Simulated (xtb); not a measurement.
xtb 6.7.1, GFN2-xTB: Sn(Vi)4 (C=[CH][Sn]([CH]=C)([CH]=C)[CH]=C), 21 atoms. The geometry is a generated start, not checked to be a minimum at this level.

```
Item                                                                                                           Result
------------------------  -------------------------------------------------------------------------------------------
method                                                                                                       GFN2-xTB
--acc                                                                                                     1 (default)
--etemp (K)                                                                                             300 (default)
detailed input (--input)  none: ANC optimiser, Lindh (1995) Hessian, microcycle=20, maxdispl=1.0, hlow=0.01 (default)
basis functions                                                                                                    54
valence electrons                                                                                                  48
```

```xyz
21

C     -2.3226     1.7457     0.4652
C     -1.0043     1.7833     0.4992
Sn     0.2627     0.0657     0.0648
C     -0.4322    -1.6491     1.2087
C     -1.3413    -1.5931     2.1624
C      0.1353    -0.3653    -2.0632
C     -0.3171    -1.4871    -2.5879
C      2.3310     0.5170     0.5864
C      3.1990     1.1092    -0.2103
H     -2.8661     0.8454     0.2268
H     -2.9258     2.6172     0.6765
H     -0.5056     2.7108     0.7436
H      0.0155    -2.6028     0.9615
H     -1.8156    -0.6691     2.4485
H     -1.6525    -2.4706     2.7088
H      0.4613     0.4290    -2.7213
H     -0.6590    -2.3107    -1.9838
H     -0.3670    -1.6367    -3.6576
H      2.6409     0.2300     1.5825
H      4.2135     1.3158     0.1015
H      2.9499     1.4152    -1.2124
```

The structure is relaxed from this start with --opt LEVEL for the levels crude, sloppy, loose, lax, normal, tight, vtight, extreme, once each. Up to the end of the extreme run atoms move by at most 1.2 Å along an axis.

Q: What is the loosest level that ends within 1 meV of the extreme run, and how many cycles does it take?

A: tight: 75 cycles against 106, ending 0.34 meV above.

| level | cycles | energy above the extreme run (meV) | gradient norm (eV/Å) |
|---|---|---|---|
| crude | 1 | 26 | 0.11 |
| sloppy | 1 | 26 | 0.11 |
| loose | 1 | 26 | 0.11 |
| lax | 1 | 26 | 0.11 |
| normal | 42 | 3.9 | 0.049 |
| tight | 75 | 0.34 | 0.037 |
| vtight | 92 | 0.019 | 0.0024 |
| extreme | 106 | — | 0.0018 |
